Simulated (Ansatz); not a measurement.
AlN: energy against volume

AlN (zinc blende, F-43m, 10.430 Å³/atom and stress up to 0.01 GPa in the relaxed cell, cube axes along x, y and z) under hydrostatic pressure, with the cell free. r2SCAN in Ansatz, a plane-wave DFT program (PAW, default set), 500 eV, 13×13×13 Γ-centred mesh, Fermi-Dirac smearing 0.05 eV; ions are relaxed, or left where forces stay under 0.02 eV/Å, within the symmetry of each cell.

Here V stands for volume and E for E less E0.

```
volume (Å³/atom)  E less E0 (meV/atom)  pressure (GPa)
----------------  --------------------  --------------
10.5315                           0.64           -2.00
10.4802                           0.16           -1.00
10.4299                           0.00            0.01
10.3860                           0.12            0.90
10.3284                           0.67            2.10
10.2173                           2.95            4.51
10.0245                          11.04            9.00
9.7913                               ?               ?
```

### Question
Fit E against V with the third-order Birch-Murnaghan form, a cubic in V^(-2/3), and predict the withheld value at V = 9.7913.

### Answer
With u = V^(-2/3) - 0.2107, the rows have u = -0.0025675, -0.0018889, -0.0012181, -0.0006282, 0.0001521, 0.0016779, 0.0043923. Least squares gives E = 0.525 + 858.2·u + 350916·u² - 295405·u³. Residuals (row less fit): 0.000, 0.002, -0.001, -0.004, 0.006, -0.002, 0.001; standard error 0.005 (degrees of freedom: 3). Its minimum lies at u = -0.0012209, so V0 = (0.2094791)^(-3/2) = 10.43. There d²E/du² = 704000 and d³E/du³ = -1772000, so B0 = (4/9) × 10.43^(-7/3) × 704000 × 0.160218 = 211 GPa (the last factor turns the table's units into GPa), and B0' = 4 + (2/3) × 0.2094791 × (-1772000)/704000 = 3.6. B0' rests on the cubic coefficient alone and has a standard error of 0.3 from these residuals. At the withheld row, u = 0.0077941, so E = 0.525 + 858.2 × 0.0077941 + 350916 × 0.0077941² - 295405 × 0.0077941³ = 28.391 meV/atom. The calculation gives 28.43 meV/atom, 0.039 meV/atom above the prediction (0.1 % of the range of E in the table). The row lies outside the fitted rows, so this is an extrapolation. The scatter of the fitted rows lies at the last printed digit.

Other structures, which can take over under pressure, weren't tried. The same form fitted to the pressure column gives B0' = 3.8; series where the two differ by over 0.4 aren't shown. AlN is here a metastable form; wurtzite is the usual one. Rows are the converged runs of the series near zero and its far end, less any whose ions stayed unrelaxed beside relaxed ones; series whose fitted rows scatter by over a few per cent of the range, as at a crossing or softening among them, aren't shown in this form.
